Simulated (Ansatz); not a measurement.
Take InP in the zinc blende structure (space group F-43m, No. 216; a = 5.9070 Å) as the base.

It is then changed as follows: an isotropic linear strain of +0.67 %; the atoms relax in the strained cell.

Levels (all Ansatz, a first-principles code, PAW): r2SCAN (500 eV, no spin-orbit coupling); HSE06+SOC (420 eV, spin-orbit coupling included).

The geometry is relaxed with r2SCAN.

| Quantity | Value |
|---|---|
| r2SCAN lowest conduction level above the VBM at special points | Γ 0.91 eV; L 1.74 eV; X 2.07 eV |
| r2SCAN valence-band top at Γ | 0.00, 0.00, 0.00 eV |

Predict the lowest conduction level above the VBM at special points and valence-band top at Γ from HSE06+SOC.

The lowest conduction level above the VBM at special points changes from Γ 0.91 eV; L 1.74 eV; X 2.07 eV to Γ 1.20 eV; L 2.10 eV; X 2.40 eV; the valence-band top at Γ (three highest Kramers pairs, from the VBM) goes from 0.00, 0.00, 0.00 eV to 0.00, 0.00, -0.12 eV. The threefold valence maximum splits by Δso ≈ 0.12 eV.

Single points use the geometry relaxed with r2SCAN. Differences between runs with and without spin-orbit coupling are approximate. The levels and masses belong to the bands next to the band gap. Stability against distortions was not tested.
